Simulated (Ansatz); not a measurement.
Consider Ti in the hcp (Mg type) structure (space group P6_3/mmc, No. 194; relaxed with 0.1 eV smearing).

```xyz
2
Lattice="2.9398 0.0000 0.0000 -1.4699 2.5459 0.0000 0.0000 0.0000 4.6540" Properties=species:S:1:pos:R:3 pbc="T T T"
Ti     1.4699     0.8486     3.4905
Ti     0.0000     1.6973     1.1635
```

Computed with PBE, PAW, 420 eV (Ansatz, a quantum-chemistry and plane-wave program; no SOC).

Strains are applied to the cell and any free atomic positions relax.

One change was made to it. Results:

```json
[
 {"quantity": "pressure (mean of the normal stresses, compression positive)", "base": "0.0 GPa", "after": "11.9 GPa"},
 {"quantity": "energy relative to the base (free energy F)", "base": "0 meV/atom", "after": "+53 meV/atom"}
]
```

Problem. Which of these changes matches the shifts?
(A) isotropic strain +2.50 %
(B) isotropic strain −3.00 %
(C) isotropic strain −2.00 %

Solution. B, isotropic strain −3.00 %. For comparison, the energy relative to the base in the other runs: isotropic strain +2.50 % gives +32 meV/atom; isotropic strain −2.00 % gives +23 meV/atom.

No phonon test of stability was made. All final runs are without spin polarisation.
